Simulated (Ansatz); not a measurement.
Here is the system:

```yaml
crystal:
  lattice:
    - [0.02851, 2.50052, 2.50052]
    - [2.50052, 0.02851, 2.50052]
    - [2.52902, 2.52902, 0.00000]
  atoms:
    - { symbol: Hf, position: [0.00000, 0.00000, 0.00000] }
    - { symbol: O, position: [0.24810, 0.24810, 0.25190] }
    - { symbol: O, position: [0.75190, 0.75190, 0.74810] }
```

No spin polarisation.

Method: LDA (Ansatz, a quantum-chemistry and plane-wave program, PAW, no spin-orbit coupling). k-mesh 11×11×11 (Γ-centred); smearing 0.05 eV (Fermi–Dirac).

Problem. Estimate the band gap.

Solution. 3.66 eV.

Problem. What pressure (mean of the normal stresses, compression positive) does the calculation give?

Solution. 0.06 GPa.

Problem. What gap character does the calculation give?

Solution. Direct at X.

Spin-orbit coupling, missing from the scalar runs, can matter with Hf. The cells carry an imposed strain or load. Whether these cells are dynamically stable was not tested. The cell was made from HfO$_{2}$ in the fluorite structure (space group Fm-3m, No. 225) by this change: tensor shear ε_xy = +1.14 %. This is not the structure that HfO2 has at room temperature and ambient pressure.
